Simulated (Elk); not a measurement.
Elk is run on AlCu3 (Pm-3m, 4 atoms in the cell), and the run fails. The aim is a self-consistent single point with DFT, PBEsol, all-electron FP-LAPW, Elk's shipped species files, APW+lo basis with extra local orbitals.

Cell that was meant: a = 3.6374 Å, b = 3.6374 Å, c = 3.6374 Å, α = 90.00°, β = 90.00°, γ = 90.00°.

Part of the input:

```
    0.0000000000    0.0000000000    6.8736520112

sppath
  'species'

atoms
  2   : nspecies
```

Output, abridged:

```
│ Elk code version 10.2.4 started │

Error(readspecies): error opening species file speciesAl.in
```

Task: Read the log: what does the program object to, and what is the fix?

Result: The fault is a potential or basis that cannot be found (sppath without its last slash). The input names a file or set that is not where the program looks, or that does not exist under that name. To fix it, correct the name or place the file. The program stopped before any SCF iteration.

An input that runs soundly differs in these lines (not the only fix; some lines may just follow from the change or write a value another way):
```diff
-  'species'
+  './'
```

With that input, the run converged in 17 iterations: total energy -141596.7806 eV; Fermi level (on the code's own zero) 8.33 eV (DFT, PBEsol, all-electron FP-LAPW, Elk's shipped species files, APW+lo basis with extra local orbitals).

On the sound input: the starting cell comes from a database of computed structures (which also holds hypothetical and non-ambient phases and stackings), without a prior relaxation at this level. Spin polarisation is off. Values depend on the basis (sphere radii, cutoffs, local orbitals), which need not be converged.
